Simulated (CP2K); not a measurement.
Input and output of a self-consistent single point for Ba5Zr2N6 (C2/c, 26 atoms in the cell) (CP2K)

Method of the run: PBEsol, GPW, DZVP-MOLOPT-PBE-GTH basis, GTH-PBE potentials (POTENTIAL_UZH) run with CP2K.

The input file:

```
&GLOBAL
  PROJECT ba5zr2n6
  RUN_TYPE ENERGY_FORCE
  PRINT_LEVEL LOW
&END GLOBAL
&FORCE_EVAL
  METHOD Quickstep
  STRESS_TENSOR ANALYTICAL
  &DFT
    BASIS_SET_FILE_NAME BASIS_MOLOPT_UZH
    POTENTIAL_FILE_NAME POTENTIAL_UZH
    &QS
      METHOD GPW
      EPS_DEFAULT 1E-10
    &END QS
    &MGRID
      CUTOFF 500
      REL_CUTOFF 40
      NGRIDS 5
    &END MGRID
    &SCF
      SCF_GUESS ATOMIC
      EPS_SCF 1E-6
      MAX_SCF 100
      ADDED_MOS 33
      &DIAGONALIZATION
        ALGORITHM STANDARD
      &END DIAGONALIZATION
      &MIXING
        METHOD BROYDEN_MIXING
        ALPHA 0.4
        NBUFFER 10
        BETA 1.5
      &END MIXING
      &SMEAR ON
        METHOD FERMI_DIRAC
        ELECTRONIC_TEMPERATURE [K] 116.05
      &END SMEAR
    &END SCF
    &KPOINTS
      SCHEME MACDONALD 3 3 1 0.1666666667 0.1666666667 0.5
    &END KPOINTS
    &XC
      &XC_FUNCTIONAL
        &PBE
          PARAMETRIZATION PBESOL
        &END PBE
      &END XC_FUNCTIONAL
    &END XC
    &PRINT
      &MO
        EIGENVALUES T
        OCCUPATION_NUMBERS T
        NDIGITS 8
        FILENAME mo
        &EACH
          QS_SCF 0
        &END EACH
        ADD_LAST NUMERIC
      &END MO
      &MULLIKEN OFF
      &END MULLIKEN
    &END PRINT
  &END DFT
  &SUBSYS
    &CELL
      A 6.80036600 0.00000000 0.00000000
      B 2.62350900 6.27392900 0.00000000
      C -1.37039200 -0.91233600 14.90801400
      PERIODIC XYZ
    &END CELL
    &COORD
      Ba       2.76486321     3.91585125    14.59598927
      Ba       5.28861979     1.44574175     0.31202473
      Ba       2.68891962     3.86529185     7.76603173
      Ba       5.36456338     1.49630115     7.14198227
      Ba       0.71073999    -0.00491221    10.52490880
      Ba       7.34274301     5.36650521     4.38310520
      Ba       7.09862311     4.24781030    11.83711220
      Ba       0.95485989     1.11378270     3.07090180
      Ba       4.06916618     1.87438172    11.18101050
      Ba       3.98431682     3.48721128     3.72700350
      Zr       6.00540062     5.12023009     8.60624740
      Zr       2.04808238     0.24136291     6.30176660
      Zr       0.32761061     1.34025096    13.75577360
      Zr       7.72587239     4.02134204     1.15224040
      N        7.95621326     5.43193136     9.25191349
      N        0.09726974    -0.07033836     5.65610051
      N       -0.71256367    -0.33929232    13.11010751
      N        8.76604667     5.70088532     1.79790649
      N        4.75129779     4.05559641     9.88073352
      N        3.30218521     1.30599659     5.02728048
      N        1.79364715     2.08654548    12.48128748
      N        6.25983585     3.27504752     2.42672652
      N        2.50952755     0.76425139     8.31390125
      N        5.54395545     4.59734161     6.59411275
      N        5.69504976     2.88500754    14.04811975
      N        2.35843324     2.47658546     0.85989425
    &END COORD
    &KIND Ba
      BASIS_SET DZVP-MOLOPT-PBE-GTH-q10
      POTENTIAL GTH-PBE-q10
    &END KIND
    &KIND Zr
      BASIS_SET DZVP-MOLOPT-PBE-GTH-q12
      POTENTIAL GTH-PBE-q12
    &END KIND
    &KIND N
      BASIS_SET DZVP-MOLOPT-PBE-GTH-q5
      POTENTIAL GTH-PBE-q5
    &END KIND
  &END SUBSYS
  &PRINT
    &FORCES ON
    &END FORCES
    &STRESS_TENSOR ON
    &END STRESS_TENSOR
  &END PRINT
&END FORCE_EVAL
```

The program printed (abridged):

```
 GLOBAL| Method name                                                        CP2K
 GLOBAL| Project name                                                   ba5zr2n6
 GLOBAL| Run type                                                   ENERGY_FORCE

 TOTAL NUMBERS AND MAXIMUM NUMBERS

  Total number of            - Atomic kinds:                                   3
                             - Atoms:                                         26
                             - Shell sets:                                    26
                             - Shells:                                       152
                             - Primitive Cartesian functions:                148
                             - Cartesian basis functions:                    442
                             - Spherical basis functions:                    400

  Maximum angular momentum of- Orbital basis functions:                        3
                             - Local part of the GTH pseudopotential:          2
                             - Non-local part of the GTH pseudopotential:      4

 SCF PARAMETERS         Density guess:                                    ATOMIC
                        max_scf:                                             100
                        max_diis:                                              4
                        eps_scf:                                        1.00E-06
                        eps_diis:                                       1.00E-01
                        eps_eigval:                                     1.00E-05
                        level_shift [a.u.]:                             0.000000
                        added MOs                                        33    0
                        Mixing method:                            BROYDEN_MIXING
                                                charge density mixing in g-space
                        Smear method:                                FERMI_DIRAC
                        Electronic temperature [K]:                        116.0
                        Electronic temperature [a.u.]:                  3.68E-04
                        Accuracy threshold:                             1.00E-10
                        No outer SCF

 Extrapolation method: initial_guess

 Number of electrons:                                                        208
 Number of occupied orbitals:                                                104
 Number of molecular orbitals:                                               137

 Number of orbital functions:                                                400
 Number of independent orbital functions:                                    400

 SCF WAVEFUNCTION OPTIMIZATION

  Step     Update method      Time    Convergence         Total energy    Change
     1 NoMix/Diag. 0.40E+00      -     2.35799861      -563.9428742640 -5.64E+02
     2 Broy./Diag. 0.40E+00      -     0.26781446      -544.0792645472  1.99E+01
     3 Broy./Diag. 0.40E+00      -     0.17315263      -556.6527288357 -1.26E+01
     4 Broy./Diag. 0.40E+00      -     0.04575669      -558.6755882186 -2.02E+00
     5 Broy./Diag. 0.40E+00      -     0.06816099      -557.8321668400  8.43E-01
     6 Broy./Diag. 0.40E+00      -     0.02265382      -559.7276584469 -1.90E+00
     7 Broy./Diag. 0.40E+00      -     0.02634804      -559.1447401046  5.83E-01
     8 Broy./Diag. 0.40E+00      -     0.00681037      -559.9003355509 -7.56E-01
     9 Broy./Diag. 0.40E+00      -     0.00807567      -559.9385769295 -3.82E-02
    10 Broy./Diag. 0.40E+00      -     0.00246831      -560.0256391840 -8.71E-02
    11 Broy./Diag. 0.40E+00      -     0.00208220      -559.9770608862  4.86E-02
    12 Broy./Diag. 0.40E+00      -     0.00043451      -560.0250716105 -4.80E-02
    13 Broy./Diag. 0.40E+00      -     0.00078819      -560.0188960704  6.18E-03
    14 Broy./Diag. 0.40E+00      -     0.00041966      -560.0166029858  2.29E-03
    15 Broy./Diag. 0.40E+00      -     0.00020529      -560.0133265323  3.28E-03
    16 Broy./Diag. 0.40E+00      -     0.00009350      -560.0124931492  8.33E-04
    17 Broy./Diag. 0.40E+00      -     0.00002858      -560.0125777062 -8.46E-05
    18 Broy./Diag. 0.40E+00      -     0.00002337      -560.0129555745 -3.78E-04
    19 Broy./Diag. 0.40E+00      -     0.00000677      -560.0130952003 -1.40E-04
    20 Broy./Diag. 0.40E+00      -     0.00000330      -560.0130600046  3.52E-05
    21 Broy./Diag. 0.40E+00      -     0.00000097      -560.0130702560 -1.03E-05

  *** SCF run converged in    21 steps ***

  Electronic density on regular grids:       -207.9999999955        0.0000000045
  Core density on regular grids:              207.9999999802       -0.0000000198
  Total charge density on r-space grids:       -0.0000000153
  Total charge density g-space grids:          -0.0000000153

  Overlap energy of the core charge distribution:               0.00000000022579
  Self energy of the core charge distribution:              -1160.87861577235253
  Core Hamiltonian energy:                                    262.69778803137257
  Hartree energy:                                             428.34177145506806
  Exchange-correlation energy:                                -90.17401397029703
  Electronic entropic energy:                                  -0.00000000000000
  Fermi energy:                                                 0.24182122753972

  Total energy:                                              -560.01307025598317
  Total energy (extrapolated to T->0):                       -560.01307025598317

 ENERGY| Total FORCE_EVAL ( QS ) energy [hartree]           -560.013077115200304

 FORCES| Atomic forces [hartree/bohr]
 FORCES|   Atom     x               y               z               |f|
 FORCES|      1 -6.16546748E-04 -8.33402563E-04  3.09389529E-04   1.08185563E-03
 FORCES|      2  6.16534316E-04  8.33414839E-04 -3.09377595E-04   1.08185459E-03
 FORCES|      3  1.00673830E-03  2.47346933E-04 -3.09412439E-04   1.08186810E-03
 FORCES|      4 -1.00675098E-03 -2.47331350E-04  3.09406707E-04   1.08187469E-03
 FORCES|      5  3.48582916E-04 -2.89377296E-05  3.69786141E-04   5.09008086E-04
 FORCES|      6 -3.48573421E-04  2.89257051E-05 -3.69777942E-04   5.08994944E-04
   [... 15 lines left out ...]
 FORCES|     22  3.18584332E-03  4.71746185E-04 -3.38010110E-03   4.66874990E-03
 FORCES|     23  1.50917416E-03 -5.84611382E-03 -3.62439137E-03   7.04207826E-03
 FORCES|     24 -1.50916497E-03  5.84613557E-03  3.62437772E-03   7.04208732E-03
 FORCES|     25  4.81132673E-03 -3.64772544E-03  3.62434767E-03   7.04206375E-03
 FORCES|     26 -4.81135982E-03  3.64772958E-03 -3.62439218E-03   7.04211141E-03
 FORCES| Sum     1.62092961E-11 -1.63055697E-11  1.03801000E-10
 FORCES| Total atomic force                                       1.06316793E-10

 STRESS| Analytical stress tensor [bar]
 STRESS|                        x                   y                   z
 STRESS|      x       -1.82886063050E+04  -6.70676261398E+02   1.72937998132E+02
 STRESS|      y       -6.70676261398E+02  -1.77277564702E+04   1.15086259154E+02
 STRESS|      z        1.72937998132E+02   1.15086259154E+02  -1.90598683829E+04
 STRESS| 1/3 Trace                                            -1.83587437194E+04
```

The run converged in 21 iterations.

The starting cell comes from a database of computed structures (which also holds hypothetical and non-ambient phases and stackings), without a prior relaxation at this level. Values carry the incompleteness of an atom-centred basis. The potentials were made for another functional than the one used.

Cost on one core of a shared machine: roughly 5 min.
